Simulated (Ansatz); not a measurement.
What biaxial strain +0.79 %, plane normal [001], relaxed out of plane does to GaN

The reference is GaN in the wurtzite structure (space group P6_3mc, No. 186; a = 3.1831 Å, c = 5.1836 Å). Axes: x lies along a and z along c of the hexagonal cell.

One thing is altered: tensile biaxial strain of 0.79 % in the plane normal to [001], as in epitaxy on a mismatched substrate; the out-of-plane cell vector and the atoms relax.

Calculations: DFT with r2SCAN, PAW potentials and a 500 eV plane-wave cutoff in Ansatz (an electronic-structure program), no spin-orbit coupling. Settings: 12×12×7 k-points, 0.05 eV Fermi–Dirac smearing.

```json
[
 {"quantity": "space group", "base": "P6_3mc (No. 186)", "changed": "P6_3mc (No. 186)", "shift": "–"},
 {"quantity": "shortest interatomic distance", "base": "1.946 Å", "changed": "1.955 Å", "shift": "+0.0098 Å"},
 {"quantity": "pressure (mean of the normal stresses, compression positive)", "base": "0.00 GPa", "changed": "-2.30 GPa", "shift": "-2.30 GPa"},
 {"quantity": "band gap", "base": "2.35 eV", "changed": "2.27 eV", "shift": "-0.08 eV"},
 {"quantity": "gap character", "base": "direct at Γ", "changed": "direct at Γ", "shift": "–"},
 {"quantity": "electron mass", "base": "0.17 mₑ along c, 0.19 mₑ across (at Γ)", "changed": "0.17 mₑ out of plane, 0.18 mₑ in plane (at Γ)", "shift": "–"},
 {"quantity": "valence-band top at Γ (three highest levels, from the VBM)", "base": "0.00, 0.00, -0.04 eV", "changed": "0.00, -0.03, -0.03 eV", "shift": "–"},
 {"quantity": "out-of-plane strain", "base": "–", "changed": "-0.37 %", "shift": "–"},
 {"quantity": "mean in-plane stress (compression positive)", "base": "–", "changed": "-3.5 GPa", "shift": "–"}
]
```

Final structure (turned so that z lies along the plane normal):

```
CELL_PARAMETERS angstrom
      3.20827     0.00000     0.00000
      1.60414     2.77844     0.00000
      0.00000     0.00000     5.16431
ATOMIC_POSITIONS crystal
  Ga 0.66667 0.66667 0.00193
  Ga 0.33333 0.33333 0.50193
  N  0.66667 0.66667 0.62327
  N  0.33333 0.33333 0.12327
```

Effective masses come from finite differences of ±0.01 Å⁻¹. Whether these cells are dynamically stable was not tested.
